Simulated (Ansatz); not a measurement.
Input:

End structure of the (100) surface of rock-salt TaC, Zr on half the Ta sites of the top plane, c(2x2) (bottom of the slab: a bare face, its two planes held):

```xyz
24
Lattice="3.1647 3.1647 0.0000 -3.1647 3.1647 0.0000 0.0000 0.0000 27.5000" Properties=species:S:1:pos:R:3 pbc="T T T"
C      0.0000     0.0000     8.1480
C      0.0000     3.1647     8.1480
Ta     1.5824     1.5824     8.1480
Ta    -1.5824     1.5824     8.1480
C      1.5824     1.5824    10.3858
C     -1.5824     1.5824    10.3858
Ta     0.0000     0.0000    10.3858
Ta     0.0000     3.1647    10.3858
C      0.0000     0.0000    12.6224
C      0.0000     3.1647    12.6341
Ta     1.5824     1.5824    12.6066
Ta    -1.5824     1.5824    12.6066
C      1.5824     1.5824    14.8298
C     -1.5824     1.5824    14.8298
Ta     0.0000     0.0000    14.8757
Ta     0.0000     3.1647    14.8959
C      0.0000     0.0000    17.1109
C      0.0000     3.1647    17.1144
Ta     1.5824     1.5824    17.0573
Ta    -1.5824     1.5824    17.0573
C      1.5824     1.5824    19.3835
C     -1.5824     1.5824    19.3835
Zr     0.0000     0.0000    19.3395
Ta     0.0000     3.1647    19.1904
```

Model: 24-atom slab, 11.2 Å thick at the start, 9x9x1 mesh, Fermi-Dirac 0.1 eV, dipole correction, 8 atoms held, the rest relaxed; held to the start's symmetry, so lower structures may exist; no spin, no spin-orbit, no U. It is one candidate, not shown to be the stable structure of the face.

Q: Give the work function of the top face at the level PBE (Ansatz, a program for electronic structure).

A: 3.27 eV
